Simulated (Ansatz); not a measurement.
Ladder of methods for the bulk modulus of SiNi (Pnma, No. 62)

Reference value: 165 ± 3 GPa (measured, temperature not stated, no zero-point or thermal correction; as tabulated in Phonons and Thermal Expansion Behavior of NiSi and NiGe).

| level (code) | value (GPa) | cell (Å³/atom) |
|---|---|---|
| LDA (Ansatz) | 194 | 11.52 |
| PBE (Ansatz) | 166 | 12.22 |
| PBEsol (Ansatz) | (withheld) | 11.81 |
| r²SCAN (Ansatz) | 180 | 11.92 |

Question: What belongs in the gaps?

Answer: 
- PBEsol (Ansatz, a program for electronic structure), value (GPa): 183

Differences against the reference: LDA +17.6 %, PBE +0.6 %, PBEsol +10.9 %, r²SCAN +9.1 %.

The reference's temperature isn't stated, so close values are not ranked against it.

The measured value isn't corrected to a static lattice, so vibrations enter the comparison. A static lattice is as a rule stiffer than a warm one, by over a tenth in soft solids. The crystal itself was run without spin with LDA, PBE, PBEsol, r²SCAN; a magnetic state was not tried in these runs. LDA, PBE, PBEsol, r²SCAN: the bulk modulus is −V dP/dV from two relaxed cells at ±2 % in volume. r²SCAN: the run has no spin polarisation, so it can have missed a magnetic state. Each level is taken at its own relaxed cell. Cutoffs differ between the levels. Ansatz's density-functional and Hartree–Fock values are scalar-relativistic unless marked +SOC, with PAW data made under PBE.

Differences are worked out from the printed values.
